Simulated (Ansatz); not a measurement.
Cubic perovskite CsCdF3 was calculated with PBE0 (Ansatz, an electronic-structure program, PAW).

Numerical settings: plane-wave cutoff 460 eV, 6×6×6 k mesh, Fermi–Dirac smearing 0.01 eV, scalar-relativistic PAW data made under PBE.

Properties against volume:

```
V (Å³/atom)  P (GPa)  direct gap at Γ (eV)  smallest gap on the k mesh (eV)
-----------  -------  --------------------  -------------------------------
17.321          3.54                 7.686                            6.244
17.776          1.68                 7.515                            6.183
18.232          0.08                 7.349                            6.122
18.510         -0.78                 7.252                            6.084
19.144         -2.49                 7.037                            5.997
```

The fundamental gap (6.12 eV at the equilibrium volume, on the SCF mesh) lies elsewhere than Γ–Γ.

Note: the relaxation could not lower the start's symmetry, so the cell can be a saddle point above a distorted one.

Spin–orbit coupling is not included.
